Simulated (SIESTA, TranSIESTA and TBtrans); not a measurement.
Run with TranSIESTA and TBtrans (open boundaries, self-consistent; PseudoDojo norm-conserving potentials, scalar-relativistic): Spin polarized, PAO.BasisSize DZP, PAO.EnergyShift 0.15 eV, XC.Authors PBE, Mesh.Cutoff 200 Ry, ElectronicTemperature 300 K, TS.Voltage 0.0 eV, TBT.Elecs.Eta 0.001 eV.

Junction: V chain with one Co atom in place of V. Leads: straight V chain, spacing 2.09 Å. Geometry: as built, not relaxed. Transport runs along z; the first 6 and the last 6 of the 21 atoms are the lead cells, repeated to infinity.

```xyz
21
Lattice="9.000 0.000 0.000 0.000 9.000 0.000 0.000 0.000 44.000" Properties=species:S:1:pos:R:3 pbc="F F T"
V      4.500     4.500     0.000
V      4.500     4.500     2.090
V      4.500     4.500     4.180
V      4.500     4.500     6.270
V      4.500     4.500     8.360
V      4.500     4.500    10.450
V      4.500     4.500    12.540
V      4.500     4.500    14.630
V      4.500     4.500    16.720
V      4.500     4.500    18.810
Co     4.500     4.500    20.955
V      4.500     4.500    23.100
V      4.500     4.500    25.190
V      4.500     4.500    27.280
V      4.500     4.500    29.370
V      4.500     4.500    31.460
V      4.500     4.500    33.550
V      4.500     4.500    35.640
V      4.500     4.500    37.730
V      4.500     4.500    39.820
V      4.500     4.500    41.910
```
Starting moments (μB): atom 7 +2, atom 8 +2, atom 9 +2, atom 10 +2, atom 11 +2.5, atom 12 +2, atom 13 +2, atom 14 +2, atom 15 +2; lead atoms +2 (left) and +2 (right).

Problem. Give the largest eigenchannel transmissions at the Fermi level (four at most) and the total.

Solution. Up: 1.00, 0.43, 0.35, 0.35 (total 2.15); down: 0.93, 0.34, 0.23, 0.23 (total 1.73). The magnetic order of the leads was set by the start, and no other order was tried; the separate lead runs end at 1.43 (left) and 1.43 (right) μB an atom. The straight chain is held at its spacing; free chains may zigzag or dimerise.
